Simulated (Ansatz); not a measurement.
Base system: GaCuSe$_{2}$ in the chalcopyrite structure (space group I-42d, No. 122; a = 5.6719 Å, c = 11.2625 Å).

Calculations: Kohn–Sham DFT with the PBE functional, run in Ansatz (a program for electronic structure) with PAW and 420 eV plane waves, no spin-orbit coupling.

Before the change:

- c/a ratio: 1.986
- Volume per atom: 22.64 Å³

Now apply this change: every Cu is replaced by Cd; the structure is relaxed again.

Question: What happens to the c/a ratio?

Answer: The c/a ratio rises by 0.098, from 1.986 to 2.084.

Question: How does this affect the volume per atom?

Answer: The volume per atom increases by 6.805 Å³ to 29.45 Å³.

Whether these cells are dynamically stable was not tested. As relaxed here, CdGaSe2 is a hypothetical phase, not in the database extracts checked. All final runs are without spin polarisation.
